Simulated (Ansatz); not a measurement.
Consider InAs in the zinc blende structure (space group F-43m, No. 216).

```
InAs
1.0
    0.00000     3.09317     3.09317
    3.09317     0.00000     3.09317
    3.09317     3.09317     0.00000
In As
1 1
Direct
  0.00000   0.00000   0.00000
  0.25000   0.25000   0.25000
```

Cartesian axes are those of the cell as printed.

Method: PBE (Ansatz, a quantum-chemistry and plane-wave program; PAW; 420 eV plane waves; no SOC).

Modification: the cell is scaled by 0.9800 in all directions, atoms relaxed at fixed cell.

Q: Predict the stress tensor and what it implies for the stiffness.

A: Stress of the strained cell less that of the base (GPa, compression positive):
```
    3.4     0.0     0.0
    0.0     3.4     0.0
    0.0     0.0     3.4
```

Then B = −ΔP/(ΔV/V₀) with ΔV/V₀ = -0.0588 gives secant stiffness values (nonlinear terms included at this strain): B ≈ 58 GPa.

As a check, the harmonic strain energy −½ V₀ Δσ:ε is 19 meV/atom; the computed energy rise is 18 meV/atom.

A case with no gap was solved on a k-mesh chosen for an insulator, which is coarse for it. Whether these cells are dynamically stable was not tested. All final runs are without spin polarisation.
